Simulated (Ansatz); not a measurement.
# GaP under a change: Ge on a Ga site, symmetric start

Consider a 16-atom supercell of GaP in the zinc blende structure (space group F-43m, No. 216; a = 5.506 Å) at its relaxed geometry.

One thing is altered: one Ga atom is replaced by Ge, atoms relaxed at fixed cell.

Method: PBE (Ansatz, a quantum-chemistry and plane-wave program, PAW, scalar-relativistic without spin-orbit coupling). Γ-centred 4×4×4 mesh, Fermi–Dirac width 0.01 eV.

| quantity | base | changed | shift |
|---|---|---|---|
| energy gained by relaxation | – | 0.03 eV | – |
| largest displacement of a host atom from its site in the perfect cell | – | 0.03 Å | – |
| mean distance from the defect site to its nearest host atoms | 2.38 Å | 2.42 Å | +0.034 Å |

Cost of the whole job for the changed cell (relaxation, final SCF and bands): about 100 core-seconds (a rough figure).

Other magnetic orders, which the real material may have, were not ruled out. The cell is small, so the values are those of an ordered compound at a high defect concentration; dilute-limit values will differ. A case with no gap was solved on a k-mesh chosen for an insulator, which is coarse for it. The defect started on the symmetric site and kept its symmetry, so it may sit on a saddle. Starting moments died away, wholly or in part, for Ge on a Ga site; another magnetic solution may exist. The defect cell is spin-polarised and ends with 0.1 μB.
